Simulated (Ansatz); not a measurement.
TiAs (P6₃/mmc, No. 194) was calculated with r²SCAN-D4 (PAW; Ansatz, an electronic-structure program).

Run with plane-wave cutoff 560 eV, 18×18×6 k mesh (along the axes of the cell as run), Fermi–Dirac smearing 0.05 eV, no spin polarisation, scalar-relativistic PAW data made under PBE.

Results at a series of volumes:

```
V (Å³/atom)  E − E_lowest (meV/atom)
-----------  -----------------------
16.447                         11.85
16.790                          2.86
17.132                          0.00
17.475                          2.66
17.818                         10.29
```

Task: What bulk modulus B0 and pressure derivative B′ does a third-order Birch–Murnaghan fit give?

Result: V0 = 17.133 Å³/atom, B0 = 129 GPa, B′ = 4.2 (fit to the energies at full precision).

Shape and atoms are relaxed at each volume.

Note: the bulk modulus comes from volumes at which shape and atoms were relaxed.

Static lattice: no zero-point or thermal effects.

Cost on a shared machine: around 50 core-minutes (rough).
